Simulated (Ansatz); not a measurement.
Formation energy of the bound charge states of O vacancy + F interstitial in alpha quartz (start: the O site; off centre in the vacancy; 72-site cell, 2×2×2 Γ-centred sampling) against the Fermi level, Si-rich (Δμ(O) = -4.16 eV, Δμ(F) = -3.91 eV, bounded by SiF4 molecule; only phases computed here count, gases as isolated molecules at 0 K). Level of theory: PBE, PAW (plane waves to 420 eV; Ansatz, a quantum-chemistry and plane-wave program).

Cell and caveats: 72-site cell; 2×2×2 Γ-centred k-points; host gap 5.68 eV; charged states image-corrected; not converged in cell size; flagged in the runs: a host whose relaxation on this sampling wasn't shown to rest, a strain field that reaches the edge of the cell.

```json
[
 {"E_F − E_VBM (eV)": "0.00", "q = +1": "-1.60", "q = 0": "2.60", "q = −1": "6.11"},
 {"E_F − E_VBM (eV)": "0.71", "q = +1": "-0.89", "q = 0": "2.60", "q = −1": "5.40"},
 {"E_F − E_VBM (eV)": "1.42", "q = +1": "-0.18", "q = 0": "2.60", "q = −1": "4.69"},
 {"E_F − E_VBM (eV)": "2.13", "q = +1": "0.53", "q = 0": "2.60", "q = −1": "3.98"},
 {"E_F − E_VBM (eV)": "2.84", "q = +1": "1.24", "q = 0": "2.60", "q = −1": "3.27"},
 {"E_F − E_VBM (eV)": "3.55", "q = +1": "1.95", "q = 0": "2.60", "q = −1": "2.56"},
 {"E_F − E_VBM (eV)": "4.26", "q = +1": "2.66", "q = 0": "2.60", "q = −1": "1.85"},
 {"E_F − E_VBM (eV)": "4.97", "q = +1": "3.37", "q = 0": "2.60", "q = −1": "1.14"},
 {"E_F − E_VBM (eV)": "5.68", "q = +1": "4.08", "q = 0": "2.60", "q = −1": "0.43"}
]
```

Crossings of the lowest lines: (+1/−1) at 3.86 eV.
